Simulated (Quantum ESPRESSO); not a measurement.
Input and output of a relaxation of the atoms for CsH3O2 (P1, 6 atoms in the cell) (Quantum ESPRESSO).

Level of theory: LDA (PZ), GBRV 1.5 ultrasoft (LDA) pseudopotentials (plane waves; Quantum ESPRESSO).

Input:

```fortran
&CONTROL
 calculation = 'relax'
 prefix = 'pwscf'
 outdir = './tmp/'
 pseudo_dir = './'
 forc_conv_thr = 3.9e-03
/
&SYSTEM
 ibrav = 0
 nat = 6
 ntyp = 3
 ecutwfc = 40
 ecutrho = 200
 occupations = 'smearing'
 smearing = 'gaussian'
 degauss = 0.0036749
/
&ELECTRONS
 conv_thr = 1.0d-9
 mixing_beta = 0.7
/
&IONS
/
ATOMIC_SPECIES
Cs   132.9055  cs_lda_v1.uspp.F.UPF
H      1.0080  h_lda_v1.4.uspp.F.UPF
O     15.9990  o_lda_v1.2.uspp.F.UPF
ATOMIC_POSITIONS {crystal}
Cs    0.00290200    0.98612400    0.99434300
H     0.51338300    0.53905500    0.56623700
H     0.50046800    0.07993000    0.44073500
H     0.50337900    0.45829500    0.04582600
O     0.48310300    0.68220000    0.67816300
O     0.49676500    0.33564600    0.35594700
K_POINTS {automatic}
4 4 4  0 0 0
CELL_PARAMETERS {angstrom}
   4.31525900     0.00000000     0.00000000
   0.00000000     2.24645300     4.08512000
   0.00000000    -2.24645300     4.08512000
```

Output (repeated stretches shortened):

```
     Self-consistent Calculation

     iteration #  1     ecut=    40.00 Ry     beta= 0.70

     total energy              =    -130.95976853 Ry
     estimated scf accuracy    <       0.73002655 Ry

     iteration #  2     ecut=    40.00 Ry     beta= 0.70

     total energy              =    -131.09686051 Ry
     estimated scf accuracy    <       1.00065944 Ry

     iteration #  3     ecut=    40.00 Ry     beta= 0.70

     total energy              =    -131.29273110 Ry
     estimated scf accuracy    <       0.00954838 Ry

   [... 5 blocks of this kind left out ...]

     iteration #  9     ecut=    40.00 Ry     beta= 0.70

     total energy              =    -131.29651237 Ry
     estimated scf accuracy    <       0.00000005 Ry

     iteration # 10     ecut=    40.00 Ry     beta= 0.70
     End of self-consistent calculation

     the Fermi energy is     5.0356 ev

!    total energy              =    -131.29651238 Ry
     estimated scf accuracy    <          7.9E-10 Ry
     smearing contrib. (-TS)   =      -0.00000000 Ry
     internal energy E=F+TS    =    -131.29651238 Ry

     convergence has been achieved in  10 iterations

     Forces acting on atoms (cartesian axes, Ry/au):

     atom    1 type  1   force =     0.00249052   -0.00119641   -0.00649386
     atom    2 type  2   force =    -0.01483018    0.00547496    0.05250352
     atom    3 type  2   force =    -0.00214557   -0.02287391    0.02315057
     atom    4 type  2   force =    -0.00901668   -0.00736835    0.05361108
     atom    5 type  3   force =     0.01558733   -0.04780094   -0.04962047
   [... lines left out ...]
     Total force =     0.151575     Total SCF correction =     0.000034
     the Fermi energy is     4.8859 ev
!    total energy              =    -131.32137586 Ry
     Total force =     0.007675     Total SCF correction =     0.000001
     bfgs converged in  10 scf cycles and   9 bfgs steps
     Final energy             =    -131.3213758582 Ry
   [... lines left out ...]
H                0.4980661466        0.5544750968        0.5644964593
H                0.4982042499        0.0717754522        0.4542282302
H                0.4967543448        0.4616110997        0.0578314915
O                0.4940856823        0.6790761715        0.6852596729
O                0.5065351862        0.3374078520        0.3292589841
End final coordinates

   JOB DONE.
```

The run converged.  The full log also holds: “c_bands:  1 eigenvalues not converged”.

Summary of the result:
* **Free energy E − TS**: -1786.7183 eV
* **Top of the valence band (on the code's own zero)**: 2.61 eV
* **Gap on the k-point mesh**: 3.91 eV
* **Largest force (vector length)**: 0.131 eV/Å
* **Relaxation steps**: 9

The starting cell comes from a database of computed structures (which also holds hypothetical and non-ambient phases and stackings), without a prior relaxation at this level. Its lattice was rescaled by a random factor within 2.5 % of one. For this run, on top of that: atoms moved at random.

Cost on one core of a shared machine: roughly 5 min.
